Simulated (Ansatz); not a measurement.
Functionals compared on NH3 on the 1x1 (110) surface of bcc Mo, one in a 2x2 cell, started at the site 'top Mo', in Ansatz (plane waves, PAW). The structure was relaxed with PBE; the other rows are single points on it, each with its references at the same level. Cutoff 420 eV (500 eV for r2SCAN).

Set-up: 20 atoms, 6.5 Å thick at the start under the adsorbate (thin: gaps and levels are the slab's own); mesh 6x6x1; 0.1 eV smearing; dipole correction on; 8 atoms held, the rest relaxed; no symmetry held; no spin, no spin-orbit, no U, no dispersion correction. At the end it is bonded to Mo. In PBE it is, or lies within 0.03 eV of, the lowest of the starts that converged. These notes are the PBE run's. Adsorption energies are against NH3(g). A negative adsorption energy means that the adsorbate is more stable on the surface than in its reference.

```json
[
 {"functional": "PBE", "adsorption energy (eV)": "-0.78", "work function of the top face (eV)": "2.57", "change of the work function (eV)": "-2.02", "rough cost of the single point": "–"},
 {"functional": "RPBE", "adsorption energy (eV)": "-0.52", "work function of the top face (eV)": "2.48", "change of the work function (eV)": "-1.96", "rough cost of the single point": "around 2.7 core-minutes (rough)"},
 {"functional": "r2SCAN", "adsorption energy (eV)": "___", "work function of the top face (eV)": "___", "change of the work function (eV)": "___", "rough cost of the single point": "about 6 core-minutes (a rough figure)"}
]
```

Question: What belongs in the gaps?

Answer: 
- r2SCAN, adsorption energy (eV): -0.88
- r2SCAN, work function of the top face (eV): 2.49
- r2SCAN, change of the work function (eV): -2.14

Ansatz is a program for electronic structure.
